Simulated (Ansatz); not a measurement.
Consider BN (space group P6_3/mmc, No. 194; a = 2.500 Å, c = 6.412 Å; layered, stacked along the Cartesian z axis). Axes: x lies along a and z along c of the hexagonal cell.

Structures relaxed with Kohn–Sham DFT with the PBEsol-D3(BJ) functional, run in Ansatz (an electronic-structure program) with PAW and 420 eV plane waves, scalar-relativistic without spin-orbit coupling.

Base:

Simulated powder pattern, Cu Kα1, λ = 1.54056 Å (kinematic, ideal powder, no thermal factors, no anomalous dispersion; the 8 strongest lines at most, above 2 %, up to 2θ = 90°):

| 2θ (°) | I/Imax (%) | hkl |
|---|---|---|
| 27.81 | 100 | (002) |
| 41.67 | 18 | (100) |
| 44.10 | 5.8 | (101) |
| 50.84 | 17 | (102) |
| 57.44 | 7.0 | (004) |
| 73.44 | 4.3 | (104) |
| 76.07 | 7.6 | (110) |
| 82.80 | 12 | (112) |

Now apply this change: tensor shear ε_xz = +1.33 % (engineering shear γ = 0.0266); the atoms relax in the strained cell.

After the change:

Simulated powder pattern, Cu Kα1, λ = 1.54056 Å (kinematic, ideal powder, no thermal factors, no anomalous dispersion; the 8 strongest lines at most, above 2 %, up to 2θ = 90°):

```tsv
2θ (°)	I/Imax (%)	hkl
27.81	100	(002)
41.68	18	(010)
50.27	5.9	(102)
50.85	5.6	(012)
51.43	5.4	(1 0 -2)
57.46	7.0	(004)
76.07	5.1	(110)
82.35	4.1	(112)
```

The indices refer to the base's conventional cell; one index is shown for lines that coincide. The space group is now C2/c (No. 15).

Stability against distortions was not tested.
